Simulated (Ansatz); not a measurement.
Here is the system:

Host crystal: ceria, with a band gap (PBE, scalar-relativistic without spin-orbit coupling).

End structure of NH2 on the 1x1 (111) surface of ceria (cut with top plane O), one in a 2x2 cell, started at the site 'over O at depth 1.6 Å':

```
CELL_PARAMETERS angstrom
      7.72796     0.00000     0.00000
     -3.86398     6.69261     0.00000
      0.00000     0.00000    27.00000
ATOMIC_POSITIONS crystal
  O  0.00000 0.00000 0.35567
  O  0.00000 0.50000 0.35567
  O  0.50000 0.00000 0.35567
  O  0.50000 0.50000 0.35567
  Ce 0.16667 0.33333 0.38406
  Ce 0.16667 0.83333 0.38406
  Ce 0.66667 0.33333 0.38406
  Ce 0.66667 0.83333 0.38406
  O  0.33333 0.16667 0.41342
  O  0.33333 0.66667 0.41342
  O  0.83333 0.16667 0.41342
  O  0.83333 0.66667 0.41342
  O  0.16667 0.33333 0.47031
  O  0.16667 0.83333 0.47031
  O  0.66667 0.33333 0.47031
  O  0.66667 0.83333 0.47031
  Ce 0.33319 0.16639 0.50004
  Ce 0.33366 0.66696 0.50005
  Ce 0.83321 0.16642 0.49982
  Ce 0.83330 0.66696 0.50005
  O  0.00157 0.00122 0.52960
  O  0.99991 0.49982 0.52959
  O  0.49965 0.00122 0.52960
  O  0.49890 0.49781 0.52996
  O  0.33196 0.16392 0.58756
  O  0.33841 0.67028 0.58620
  O  0.83091 0.16182 0.58616
  O  0.83187 0.67028 0.58620
  Ce 0.00009 0.00131 0.61614
  Ce 0.99883 0.49765 0.61540
  Ce 0.50122 0.00131 0.61614
  Ce 0.50004 0.50008 0.61614
  O  0.16368 0.33644 0.64276
  O  0.16038 0.82077 0.64451
  O  0.67276 0.33644 0.64276
  O  0.66756 0.83511 0.64582
  N  0.27859 0.05718 0.71525
  H  0.34371 0.98108 0.73080
  H  0.13737 0.98108 0.73080
```

Set-up: 39 atoms, 7.8 Å thick at the start under the adsorbate (thin: gaps and levels are the slab's own); mesh 3x3x1; 0.01 eV smearing; dipole correction on; single point; on the structure that PBE left under its start's symmetry; spin-polarised, ending with about 1.0 μB a cell; orders that need a larger cell were not tried, no spin-orbit, no U, no dispersion correction. The program's check for a lower electronic state was not made. It is one chosen start, not shown to be the lowest state of the adsorbate.

A negative adsorption energy means that the adsorbate is more stable on the surface than in its reference.

**Question.** What gap of the slab on its k-mesh does HSE06, at the PBE geometry and the start's symmetry run with Ansatz (a program for electronic structure) give?

**Answer.** 3.27 eV

**Question.** What is the computed highest filled level below the top vacuum level (HSE06, at the PBE geometry and the start's symmetry)?

**Answer.** 6.55 eV

**Question.** What change of the step from the bottom to the top vacuum level, against the clean slab does HSE06, at the PBE geometry and the start's symmetry give?

**Answer.** -0.58 eV

**Question.** Give the adsorption energy against NH3(g) − ½ H2(g) at the same level at the level HSE06, at the PBE geometry and the start's symmetry.

**Answer.** 58.7 kcal/mol
